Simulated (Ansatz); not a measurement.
A calculation on cubic perovskite KCdF3 returned lattice constant a 4.414 Å, bulk modulus 60.3 GPa, cohesive energy 3.35 eV/atom, band gap 5.10 eV.

Task: Which level of theory produced these numbers?
A. LDA (Ansatz, an electronic-structure program)
B. r²SCAN (Ansatz)
C. PBE0 (Ansatz)
D. HSE06 (Ansatz)

Result: D, HSE06 (Ansatz)

The others give: r²SCAN 4.386 Å, 65.7 GPa, 3.59 eV/atom, 3.84 eV; LDA 4.304 Å, 74.4 GPa, 4.09 eV/atom, 2.82 eV; PBE0 4.412 Å, 60.7 GPa, 3.35 eV/atom, 5.85 eV.

Unless a cell is named, each level is at its own relaxed cell (HSE06 17.19, LDA 15.95, PBE0 17.17, r²SCAN 16.87 Å³/atom).

Spin–orbit coupling is included only where a level's name says +SOC; with heavier elements it mostly lowers gaps and can invert bands. Density-functional gaps are differences of (generalised) Kohn–Sham levels.

Caveats: the relaxation could not lower the start's symmetry, so the cell can be a saddle point above a distorted one (r²SCAN, LDA, PBE0, HSE06). Ansatz's density-functional and Hartree–Fock values are scalar-relativistic unless marked +SOC, with PAW data made under PBE.
